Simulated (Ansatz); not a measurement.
Defect migration in zinc-blende AlP: Sc-vacancy pair (Sc on one host Al site, one Al site vacant), charge state -3. Method: PBE, PAW (plane waves to 420 eV; Ansatz, an electronic-structure program).

64-site cell at the relaxed PBE lattice, a 2×2×2 k-point mesh shifted by half a step, smearing 0.01 eV, spin-restricted, no finite-size correction. Energies are static. The charge state is imposed; whether it is stable for some Fermi level was not computed. Forms of the defect that were not tried may lie lower.

Barriers: single points on a 3×3×3 k-point mesh shifted by half a step at the bands' geometries.

Relaxed starting cell (atoms counted from 1):

```yaml
crystal:
  lattice:
    - [11.01654, 0.00000, 0.00000]
    - [0.00000, 11.01654, 0.00000]
    - [0.00000, 0.00000, 11.01654]
  atoms:
    - { symbol: Sc, position: [0.99686, 0.00951, 0.00903] }
    - { symbol: Al, position: [0.00630, 0.00577, 0.49434] }
    - { symbol: Al, position: [0.00653, 0.49467, 0.00544] }
    - { symbol: Al, position: [0.99221, 0.49392, 0.49343] }
    - { symbol: Al, position: [0.49908, 0.00159, 0.00119] }
    - { symbol: Al, position: [0.50001, 0.00112, 0.49961] }
    - { symbol: Al, position: [0.50004, 0.50004, 0.00070] }
    - { symbol: Al, position: [0.49936, 0.49909, 0.49869] }
    - { symbol: P, position: [0.11694, 0.13246, 0.36628] }
    - { symbol: P, position: [0.13253, 0.13462, 0.86891] }
    - { symbol: P, position: [0.12430, 0.62177, 0.37596] }
    - { symbol: P, position: [0.12378, 0.62544, 0.87507] }
    - { symbol: P, position: [0.62457, 0.12599, 0.37632] }
    - { symbol: P, position: [0.62381, 0.12627, 0.87450] }
    - { symbol: P, position: [0.62523, 0.62475, 0.37443] }
    - { symbol: P, position: [0.62440, 0.62484, 0.87507] }
    - { symbol: Al, position: [0.99982, 0.25298, 0.74741] }
    - { symbol: Al, position: [0.99980, 0.74790, 0.25253] }
    - { symbol: Al, position: [0.99895, 0.74945, 0.74915] }
    - { symbol: Al, position: [0.49935, 0.25035, 0.24990] }
    - { symbol: Al, position: [0.49963, 0.25052, 0.74896] }
    - { symbol: Al, position: [0.49960, 0.74932, 0.25030] }
    - { symbol: Al, position: [0.49953, 0.75057, 0.75015] }
    - { symbol: P, position: [0.11698, 0.36640, 0.13221] }
    - { symbol: P, position: [0.12429, 0.37647, 0.62130] }
    - { symbol: P, position: [0.13253, 0.86936, 0.13409] }
    - { symbol: P, position: [0.12371, 0.87544, 0.62509] }
    - { symbol: P, position: [0.62466, 0.37678, 0.12553] }
    - { symbol: P, position: [0.62515, 0.37478, 0.62439] }
    - { symbol: P, position: [0.62369, 0.87487, 0.12592] }
    - { symbol: P, position: [0.62441, 0.87545, 0.62440] }
    - { symbol: Al, position: [0.24745, 0.00484, 0.25980] }
    - { symbol: Al, position: [0.25047, 0.00206, 0.74788] }
    - { symbol: Al, position: [0.24370, 0.49424, 0.24311] }
    - { symbol: Al, position: [0.24823, 0.49968, 0.74926] }
    - { symbol: Al, position: [0.75106, 0.00553, 0.24622] }
    - { symbol: Al, position: [0.74934, 0.00172, 0.74855] }
    - { symbol: Al, position: [0.75555, 0.49433, 0.25660] }
    - { symbol: Al, position: [0.75069, 0.49950, 0.75003] }
    - { symbol: P, position: [0.37258, 0.12585, 0.12533] }
    - { symbol: P, position: [0.37535, 0.12639, 0.62327] }
    - { symbol: P, position: [0.37535, 0.62369, 0.12597] }
    - { symbol: P, position: [0.37457, 0.62518, 0.62470] }
    - { symbol: P, position: [0.87136, 0.13913, 0.13863] }
    - { symbol: P, position: [0.87510, 0.12589, 0.62297] }
    - { symbol: P, position: [0.87513, 0.62342, 0.12545] }
    - { symbol: P, position: [0.87542, 0.62431, 0.62392] }
    - { symbol: Al, position: [0.24749, 0.26036, 0.00433] }
    - { symbol: Al, position: [0.24372, 0.24365, 0.49380] }
    - { symbol: Al, position: [0.25056, 0.74836, 0.00158] }
    - { symbol: Al, position: [0.24816, 0.74977, 0.49920] }
    - { symbol: Al, position: [0.75115, 0.24677, 0.00499] }
    - { symbol: Al, position: [0.75548, 0.25714, 0.49384] }
    - { symbol: Al, position: [0.74930, 0.74902, 0.00138] }
    - { symbol: Al, position: [0.75076, 0.75048, 0.49906] }
    - { symbol: P, position: [0.37259, 0.37493, 0.37445] }
    - { symbol: P, position: [0.37652, 0.37676, 0.87376] }
    - { symbol: P, position: [0.37649, 0.87423, 0.37630] }
    - { symbol: P, position: [0.37406, 0.87574, 0.87526] }
    - { symbol: P, position: [0.88339, 0.36588, 0.36535] }
    - { symbol: P, position: [0.87469, 0.37513, 0.87666] }
    - { symbol: P, position: [0.87467, 0.87717, 0.37465] }
    - { symbol: P, position: [0.86977, 0.87142, 0.87104] }
```
Cell charge -3.

End state 1 differs by these moves (Å; atoms that move under 0.08 Å are left out):

```json
[
 {"atom": "1", "element": "Sc", "Δx": "0.00", "Δy": "-0.08", "Δz": "-0.10"},
 {"atom": "2", "element": "Al", "Δx": "-0.14", "Δy": "0.00", "Δz": "0.14"},
 {"atom": "3", "element": "Al", "Δx": "-0.10", "Δy": "0.05", "Δz": "-0.06"},
 {"atom": "6", "element": "Al", "Δx": "0.05", "Δy": "0.05", "Δz": "-0.07"},
 {"atom": "8", "element": "Al", "Δx": "0.05", "Δy": "-0.05", "Δz": "0.09"},
 {"atom": "9", "element": "P", "Δx": "0.05", "Δy": "-0.07", "Δz": "0.11"},
 {"atom": "13", "element": "P", "Δx": "0.07", "Δy": "0.09", "Δz": "0.10"},
 {"atom": "17", "element": "Al", "Δx": "-0.07", "Δy": "-0.08", "Δz": "-0.05"},
 {"atom": "20", "element": "Al", "Δx": "0.06", "Δy": "-0.07", "Δz": "0.07"},
 {"atom": "21", "element": "Al", "Δx": "0.05", "Δy": "0.07", "Δz": "-0.05"},
 {"atom": "24", "element": "P", "Δx": "0.07", "Δy": "0.09", "Δz": "-0.07"},
 {"atom": "29", "element": "P", "Δx": "0.07", "Δy": "-0.08", "Δz": "-0.08"},
 {"atom": "32", "element": "Al", "Δx": "0.03", "Δy": "-0.04", "Δz": "-0.07"},
 {"atom": "34", "element": "Al", "Δx": "0.06", "Δy": "0.05", "Δz": "0.10"},
 {"atom": "36", "element": "Al", "Δx": "-0.12", "Δy": "0.01", "Δz": "0.14"},
 {"atom": "37", "element": "Al", "Δx": "0.04", "Δy": "0.04", "Δz": "-0.06"},
 {"atom": "39", "element": "Al", "Δx": "-0.09", "Δy": "-0.05", "Δz": "-0.06"},
 {"atom": "44", "element": "P", "Δx": "-0.05", "Δy": "-0.07", "Δz": "-0.05"},
 {"atom": "45", "element": "P", "Δx": "-0.10", "Δy": "0.08", "Δz": "-0.06"},
 {"atom": "48", "element": "Al", "Δx": "0.04", "Δy": "-0.08", "Δz": "-0.04"},
 {"atom": "49", "element": "Al", "Δx": "0.06", "Δy": "0.08", "Δz": "0.07"},
 {"atom": "52", "element": "Al", "Δx": "-0.05", "Δy": "0.07", "Δz": "-0.04"},
 {"atom": "53", "element": "Al", "Δx": "2.61", "Δy": "0.02", "Δz": "-2.59"},
 {"atom": "60", "element": "P", "Δx": "-0.20", "Δy": "0.03", "Δz": "0.22"}
]
```

**Question.** What is the computed forward and backward barriers to end state 1 (PBE, PAW)?

**Answer.** forward 1.50 eV, backward 1.39 eV; at the saddle point atom 53 has neighbours P at 2.27, P at 2.46, P at 2.54, P at 2.83, P at 2.93 Å. The program found a first-order saddle point.

End state 2 differs by these moves (Å; atoms that move under 0.08 Å are left out):

| atom | element | Δx | Δy | Δz |
|---|---|---|---|---|
| 1 | Sc | 0.14 | 0.00 | -0.14 |
| 2 | Al | -0.05 | -0.05 | 0.05 |
| 4 | Al | 0.10 | 0.07 | 0.07 |
| 5 | Al | -0.05 | 0.05 | 0.05 |
| 7 | Al | -0.07 | -0.07 | -0.10 |
| 9 | P | 0.10 | -0.07 | 0.07 |
| 10 | P | 0.07 | 0.05 | 0.02 |
| 17 | Al | 0.06 | -0.07 | 0.04 |
| 20 | Al | -0.06 | -0.07 | -0.07 |
| 21 | Al | -0.06 | 0.07 | 0.07 |
| 24 | P | 0.17 | 0.00 | -0.17 |
| 32 | Al | 0.14 | 0.00 | -0.14 |
| 35 | Al | 0.10 | -0.06 | 0.07 |
| 38 | Al | -0.07 | 0.06 | -0.10 |
| 40 | P | -0.07 | 0.07 | -0.10 |
| 44 | P | -0.02 | -0.05 | -0.07 |
| 48 | Al | -2.67 | 0.00 | 2.67 |
| 49 | Al | 0.07 | 0.07 | 0.06 |
| 52 | Al | -0.04 | 0.07 | -0.06 |
| 53 | Al | -0.07 | -0.07 | 0.06 |
| 57 | P | -0.12 | -0.12 | 0.10 |
| 60 | P | -0.10 | 0.12 | 0.12 |

**Question.** What forward and backward barriers to end state 2 does PBE, PAW give?

**Answer.** forward 1.70 eV, backward 1.70 eV; at the saddle point atom 48 has neighbours P at 2.27, 2 P at 2.63, P at 2.75, P at 2.76 Å. The program found a first-order saddle point.
